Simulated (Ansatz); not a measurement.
Start from TiO2 in the rutile structure (space group P4_2/mnm, No. 136; a = 4.548 Å, c = 2.917 Å).

Computed with LDA (Ansatz, a quantum-chemistry and plane-wave program, PAW, spin-orbit coupling left out).

One change was made to it. Results:

```tsv
quantity	base	after
shortest interatomic distance	1.928 Å	1.868 Å
electron mass	0.52 mₑ along c, 1.1 mₑ across (at Γ)	0.47 mₑ along c, 0.96 mₑ across (at Γ)
valence-band top at Γ (three highest levels, from the VBM)	0.00, -0.47, -0.47 eV	0.00, -0.51, -0.51 eV
```

Task: Which of these changes matches the shifts?
A. pressure 4.5 GPa
B. pressure −1 GPa
C. pressure 30 GPa

Result: C, pressure 30 GPa. For comparison, the electron mass in the other runs: pressure −1 GPa gives 0.52 mₑ along c, 1.1 mₑ across (at Γ); pressure 4.5 GPa gives 0.51 mₑ along c, 1.1 mₑ across (at Γ).

The levels and masses belong to the bands next to the band gap. Load acts through the strain it causes; cell and atoms are relaxed under it. Masses are band curvatures over ±0.01 Å⁻¹ around the edge. Stability against distortions was not tested. No other phases were tried under pressure. The final runs are not spin-polarised.
